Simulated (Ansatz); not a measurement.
# A computed series for Cu: pressure series

Consider Cu in the fcc (Cu type) structure (space group Fm-3m, No. 225).

```
CELL_PARAMETERS angstrom
      0.00000     1.78951     1.78951
      1.78951     0.00000     1.78951
      1.78951     1.78951     0.00000
ATOMIC_POSITIONS crystal
  Cu 0.00000 0.00000 0.00000
```

Cell and atoms are relaxed at each pressure.

The values are results of r2SCAN (Ansatz, an electronic-structure program, PAW, no SOC), earlier PAW set, not measurements.

Notes on the quantities. enthalpy: H = E + PV relative to the base's energy.

```
variant                 enthalpy  shortest interatomic distance
-----------------  -------------  -----------------------------
base                           –                        2.531 Å
pressure −2 GPa    -0.14 eV/atom                        2.541 Å
pressure −1 GPa    -0.07 eV/atom                        2.536 Å
pressure 0.9 GPa   +0.06 eV/atom                        2.526 Å
pressure 2.1 GPa   +0.15 eV/atom                        2.520 Å
pressure 4.5 GPa   +0.32 eV/atom                        2.509 Å
pressure 9 GPa     +0.63 eV/atom                        2.490 Å
pressure 15 GPa    +1.03 eV/atom                        2.467 Å
pressure 22.5 GPa  +1.52 eV/atom                     (withheld)
pressure 30 GPa    +2.00 eV/atom                        2.422 Å
```

Task: Fill in the withheld entries from the trend.

Result: 
- pressure 22.5 GPa, shortest interatomic distance: 2.443 Å

Load acts through the strain it causes; cell and atoms are relaxed under it. Whether these cells are dynamically stable was not tested. Competing high-pressure phases were not computed. The final runs are not spin-polarised.
